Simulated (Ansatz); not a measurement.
```
CELL_PARAMETERS angstrom
      3.75946     0.00000     0.00000
      0.00000     3.75946     0.00000
      0.00000     0.00000     3.75946
ATOMIC_POSITIONS crystal
  Sc 0.00000 0.00000 0.00000
  Co 0.00000 0.50000 0.50000
  Co 0.50000 0.00000 0.50000
  Co 0.50000 0.50000 0.00000
  C  0.50000 0.50000 0.50000
```

The numbers are results of PBEsol, DFPT electron-phonon coupling, linearised Boltzmann equation (plane waves, PAW, scalar-relativistic; Ansatz, an electronic-structure program), not measurements. Cell: relaxed with this functional, without spin-orbit coupling.

Problem. Estimate the phonon-limited resistivity at 300 K, by direction if it differs.

Solution. 57 μΩ·cm.

A metal at this level (no band gap). Only scattering by harmonic phonons is included (no impurities, grain boundaries, electron-electron scattering or thermal expansion). Spin-orbit coupling is left out. Few carriers conduct, so the values hang on small band overlaps. Halving the electron mesh (24x24x24) moves the resistivity by up to 11 % at 300 K. Smearing 0.20 eV; phonons on a 4x4x4 q mesh, which this run doesn't test.

Computed structure with no diffraction record at hand here (it may be known, metastable or hypothetical): ScCo3C (Pm-3m). Treated as nonmagnetic (a ferromagnetic start lost its moment, other orders weren't tried): ScCo3C (Pm-3m).
